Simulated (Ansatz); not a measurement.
The reference is InP in the zinc blende structure (space group F-43m, No. 216; a = 5.878 Å). Axes: x, y, z lie along the cube axes.

Level of theory: PBEsol (Ansatz, an electronic-structure program; PAW; 420 eV plane waves; no SOC).

Modification: an isotropic linear strain of −0.50 %; the atoms relax in the strained cell.

Predict the stress tensor and what it implies for the stiffness.

Stress of the strained cell less that of the base (GPa, compression positive):
```
   1.04    0.00    0.00
   0.00    1.04    0.00
   0.00    0.00    1.04
```

Then B = −ΔP/(ΔV/V₀) with ΔV/V₀ = -0.0149 gives secant stiffness values (nonlinear terms included at this strain): B ≈ 70 GPa.

Stability against distortions was not tested.
